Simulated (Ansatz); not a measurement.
Given:

```yaml
crystal:
  lattice:
    - [3.91868, 0.00000, 0.00000]
    - [-1.95934, 3.39368, 0.00000]
    - [0.00000, 0.00000, 6.10825]
  atoms:
    - { symbol: La, position: [0.66667, 0.33333, 0.75324] }
    - { symbol: La, position: [0.33333, 0.66667, 0.24676] }
    - { symbol: O, position: [0.66667, 0.33333, 0.35482] }
    - { symbol: O, position: [0.33333, 0.66667, 0.64518] }
    - { symbol: O, position: [0.00000, 0.00000, 0.00000] }
```

The numbers are results of PBEsol with spin-orbit coupling, rigid bands (plane waves, PAW; Ansatz, a first-principles code), not measurements. Condition of this run: hydrostatic pressure -2 GPa with spin-orbit coupling (the target of the relaxation). Cell: cell and atoms relaxed with PBEsol, then loaded as said.

Task: Predict the hole conductivity mass (n e² τ/σ) at 300 K, by direction if it differs.

Result: 3.9 (x), 3.9 (y), 1.33 (z) mₑ.

Task: Predict the electron conductivity mass (n e² τ/σ) at 300 K, by direction if it differs.

Result: 2.4 (x), 2.4 (y), 1.09 (z) mₑ.

Task: And the band gap?

Result: 3.76 eV at this level; semilocal functionals usually fall short of the measured gap.

Rigid bands, one relaxation time for all states, no polarons.
